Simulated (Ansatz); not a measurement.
Take BeTe in the zinc blende structure (space group F-43m, No. 216; a = 5.657 Å) as the base.

Now apply this change: the cell is scaled by 1.0250 in all directions; the atoms relax in the strained cell.

The values are results of r2SCAN (Ansatz, a first-principles code, PAW, no SOC), not measurements.

Base, band edges from the VBM (valence, conduction): X -2.69, 2.37; W -3.23, 5.68; L -1.15, 3.51; Γ 0.00, 4.04; K -2.27, 3.10; U -2.27, 3.10 eV.

Q: Give the band edges at the high-symmetry points of the new zone, measured from its valence-band maximum.

A: 
```tsv
point	valence edge (eV)	conduction edge (eV)
Γ	0.00	3.83
X	-2.42	2.54
U	-2.03	3.20
K	-2.03	3.20
L	-1.03	3.31
W	-2.89	5.63
```

The gap is 2.54 eV, indirect, Γ → X.

With Te present, leaving out spin-orbit coupling can change the band edges. No phonon test of stability was made.
